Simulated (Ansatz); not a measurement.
HfO₂ (Pnma, No. 62, 12 atoms in the cell; start mp-741; a measured phase of this formula has another space group), treated with HSE06+SOC (plane waves, PAW; Ansatz, a first-principles code).

Run with plane-wave cutoff 460 eV, 4×6×4 k mesh (along the axes of the cell as run), Fermi–Dirac smearing 0.01 eV, PAW data made under PBE.

Cell (relaxed with PBEsol):

HfO2 is taken in the orthorhombic space group Pnma (No. 62), Pearson symbol oP12. Cell: a = 5.527 Å, b = 3.294 Å, c = 6.453 Å, α = β = γ = 90.00°. Hf on 4c is surrounded by 7 O at 2.121–2.270 Å and 2 O at 2.531 Å. O1 on 4c has 3 Hf at 2.165–2.270 Å and 2 Hf at 2.531 Å. O2 on 4c is coordinated by 4 Hf at 2.121–2.153 Å (tetrahedral). (Neighbours: up to the widest gap in distance over summed covalent radii, below 1.35, at either atom; cation-cation and far metal-metal contacts left out.)

Problem. Predict the band gap.

Solution. 
band gap: 4.87 eV (on the SCF k mesh) (direct)

Note: cell and atoms aren't relaxed at this level (largest force component 0.11 eV/Å, pressure 1.8 GPa).

A start named mp-… is a Materials Project structure, which need not be a measured phase.
